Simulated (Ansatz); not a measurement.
Structures of equal composition on the (111) surface of fcc Al: a layer of Ru in place of the second plane; a layer of Ru in place of the third plane. The slabs share one bottom face, and each structure is named by its start. These are constructed structures in small cells; real faces may alloy, dewet or reconstruct in larger ones, and not all known structures of the face are among them. Slabs of about 12 Å, Fermi-Dirac smearing of 0.1 eV. Bottom of the slabs: a bare face, its two planes held. Relaxed from the named starts with such symmetry as they have, on meshes of like density; energies extrapolated to zero smearing; spin only where a row says so; no spin-orbit coupling, no U. Brackets mark spin-polarised runs, whose order is one that fits the cell.

The numbers are results of PBE (plane waves to 420 eV, PAW; Ansatz, a quantum-chemistry and plane-wave program), not measurements.

Order them by energy per 1x1 cell (lowest first) at the level PBE.

a layer of Ru in place of the third plane (0.000 eV), a layer of Ru in place of the second plane (0.123 eV)
